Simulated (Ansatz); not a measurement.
The starting structures come from a database of crystals and need not be the phases stable at ambient conditions.

 Where the default PAW files enter, the runs use the earlier of Ansatz's two default sets.

By PBEsol, the system below comes out a metal.

A figure of merit of an interconnect metal is its ballistic conductance per area.

```yaml
crystal:
  lattice:
    - [3.98079, 0.00000, 0.00000]
    - [-1.99039, 3.44746, 0.00000]
    - [0.00000, 0.00000, 5.40911]
  atoms:
    - { symbol: Ba, position: [0.00000, 0.00000, 0.00000] }
    - { symbol: Si, position: [0.66667, 0.33333, 0.56424] }
    - { symbol: Si, position: [0.33333, 0.66667, 0.43576] }
```

Space group of this cell: P-3m1. The cell is strained (lengths across the current scaled by 0.98, ions clamped).

The current flows along the normal of the first two printed cell vectors, the (001) (indices of the unstrained crystal) plane of the conventional cell. No spin-orbit coupling; the value is a mean over 0.1 eV about the Fermi level.

Problem. Compute, with PBEsol in Ansatz (a program for electronic structure), the ballistic conductance per area.

Solution. 0.30 × 10¹⁵ S/m² for both spins.
